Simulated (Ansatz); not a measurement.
Stishovite (SiO2) was calculated with rVV10 (Ansatz, a first-principles code, PAW).

Run with plane-wave cutoff 520 eV, 8×8×12 k mesh (along the axes of the cell as run), Fermi–Dirac smearing 0.01 eV, scalar-relativistic PAW data made under PBE.

Shape and atoms are relaxed at each volume.

The direct gap at Γ against volume; x = 100 ln(V/8.107 Å³). One gap is withheld.

| V (Å³/atom) | x | gap (eV) |
|---|---|---|
| 7.783 | -4.08 | ? |
| 7.945 | -2.02 | 5.157 |
| 8.107 | 0.00 | 4.856 |
| 8.269 | 1.98 | 4.579 |
| 8.432 | 3.93 | 4.327 |

### Question
Fit a straight line to the rows shown, give the volume deformation potential and predict the withheld gap.

### Answer
Means of the 4 rows: x̄ = 0.973, ȳ = 4.7297 eV. Σ(x − x̄)(y − ȳ) = -2.7443 and Σ(x − x̄)² = 19.663, so the slope is -0.1396 eV per unit of x, and dE_g/d ln V = -14.0 eV. At x = -4.08: 4.7297 + (-0.1396) × (-4.08 − (0.973)) = 5.435 eV. The run gives 5.481 eV, 0.046 eV above the line, as the curve bends the same way over all rows.

Note: the bulk modulus comes from volumes at which shape and atoms were relaxed.
